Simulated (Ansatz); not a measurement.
# Step by step: formation energy of Li13P4N10Cl3 (Fm-3m) from the elements

This concerns the formation energy of Li13P4N10Cl3 (Fm-3m) from the elements. Reaction: 4 P (black phosphorus) + 13 Li (bcc) + 3/2 Cl2 (gas) + 5 N2 (gas) → Li13P4N10Cl3 (Fm-3m). A negative value means that the right-hand side lies lower. The value is per atom of the solid.

Li13P4N10Cl3 (Fm-3m), 60 atoms in the cell; this is a cell whose start was taken from, or built on, an entry of a structure database, and that this text hasn't matched to a measured one. Conventional cell: a = 13.7237 Å, b = 13.7237 Å, c = 13.7237 Å, α = 90.00°, β = 90.00°, γ = 90.00°.

Method: Ansatz (an electronic-structure program), PAW, neutral cells at 0 K with nuclei at rest, on structures from PBE+D3(BJ). Ansatz runs with its default PAW set. Other levels take these structures. The lattices are those relaxed with PBE+D3(BJ), so at other levels the solids can be strained, which adds to the spread. Larger cells are relaxed from a start prepared with the learned potential CHGNet, on a coarser mesh till forces fall under 0.03 eV/Å, which some starts already meet. A dispersion term (D3(BJ), or D4 for r2SCAN) was computed beside these levels and is taken off wherever the name lacks it.

Total energies of the cells in eV, at zero smearing width. They compare only within one column; the weights balance every element.

| cell | atoms | weight | r2SCAN | LDA |
|---|---|---|---|---|
| Li13P4N10Cl3 (Fm-3m) | 60 | +1 | -25672.89505 | -24859.26838 |
| P (black phosphorus) | 4 | −2 | -3036.47913 | -2903.83067 |
| Li (bcc) | 1 | −26 | -205.11710 | -201.63899 |
| Cl2 (gas) | 2 | −3 | -2167.03333 | -2087.52179 |
| N2 (gas) | 2 | −10 | -769.61785 | -747.14618 |

r2SCAN: (-25672.89505) − 2 × (-3036.47913) − 26 × (-205.11710) − 3 × (-2167.03333) − 10 × (-769.61785) = -69.614 eV; dividing by 60 atoms gives -1.16 eV/atom.

LDA: (-24859.26838) − 2 × (-2903.83067) − 26 × (-201.63899) − 3 × (-2087.52179) − 10 × (-747.14618) = -74.966 eV; dividing by 60 atoms gives -1.25 eV/atom.

What follows from the r2SCAN value: A formula unit of Li13P4N10Cl3 has 30 atoms, so it forms with -1.1602 × 30 = -34.806 eV, or -3358.3 kJ/mol at 96.485 kJ/mol per eV.
